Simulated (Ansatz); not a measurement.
**PbI2: response to strain**

Consider PbI2 in the CdI2 type structure (space group P-3m1, No. 164; a = 4.559 Å, c = 6.973 Å). Axes: x lies along a and z along c of the hexagonal cell.

Strains are applied to the cell and any free atomic positions relax; under biaxial strain the out-of-plane vector relaxes too.

All numbers come from PBE-D3(BJ) in Ansatz (plane waves to 420 eV, PAW, without spin-orbit coupling).

Candidates:
(a) biaxial strain −0.56 %, plane normal [001], relaxed out of plane
(b) biaxial strain +1.84 %, plane normal [001], relaxed out of plane
(c) uniaxial strain ε_zz = +4.71 %

Before the change:

| Property | Result |
|---|---|
| Band gap | 2.18 eV |

Order them by band gap, highest first.

(c) uniaxial strain ε_zz = +4.71 % (2.34 eV), (a) biaxial strain −0.56 %, plane normal [001], relaxed out of plane (2.19 eV), (b) biaxial strain +1.84 %, plane normal [001], relaxed out of plane (2.16 eV)

With I and Pb present, leaving out spin-orbit coupling can change the band edges. Stability against distortions was not tested.

Ansatz is a quantum-chemistry and plane-wave program.
